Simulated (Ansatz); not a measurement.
The parent structure is TiAl (space group P4/mmm, No. 123; a = 2.768 Å, c = 3.996 Å).

All numbers come from DFT with LDA, PAW potentials and a 420 eV plane-wave cutoff in Ansatz (a program for electronic structure), no SOC.

One change was made to it. Results:

```csv
quantity,base,after
density,4.06 g/cm³,4.20 g/cm³
shortest interatomic distance,2.768 Å,2.738 Å
```

Task: Which of these changes matches the shifts?
A) pressure 4.5 GPa
B) pressure 0.9 GPa
C) pressure 9 GPa

Result: A, pressure 4.5 GPa. For comparison, the density in the other runs: pressure 0.9 GPa gives 4.09 g/cm³; pressure 9 GPa gives 4.32 g/cm³.

Load acts through the strain it causes; cell and atoms are relaxed under it. Stability against distortions was not tested. No other phases were tried under pressure. All final runs are without spin polarisation.
